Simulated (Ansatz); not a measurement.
System: AlB2-type MgB2. Method: r²SCAN+rVV10 in Ansatz (plane waves, PAW).

Run with plane-wave cutoff 600 eV, 24×24×18 k mesh (along the axes of the cell as run), Fermi–Dirac smearing 0.089 eV (set by the program), scalar-relativistic PAW data made under PBE.

Computed at the level's own relaxed cell.

```xyz
3
Lattice="3.0664 0.0000 0.0000 -1.5332 2.6556 0.0000 0.0000 0.0000 3.5061" Properties=species:S:1:pos:R:3 pbc="T T T"
Mg     0.0000     0.0000     0.0000
B      1.5332     0.8852     1.7530
B      0.0000     1.7704     1.7530
```

Q: Give the elastic tensor (Voigt notation, GPa, ions relaxed, in the Cartesian axes of the cell as printed).

A: 
```
  456.1    50.0    32.0     0.0     0.0     0.0
   50.0   456.1    32.0     0.0     0.0     0.0
   32.0    32.0   284.2     0.0     0.0     0.0
    0.0     0.0     0.0    78.0     0.0     0.0
    0.0     0.0     0.0     0.0    78.0     0.0
    0.0     0.0     0.0     0.0     0.0   203.0
```

The computed numbers hold no vibrational or temperature effects.

Ansatz is an electronic-structure program.
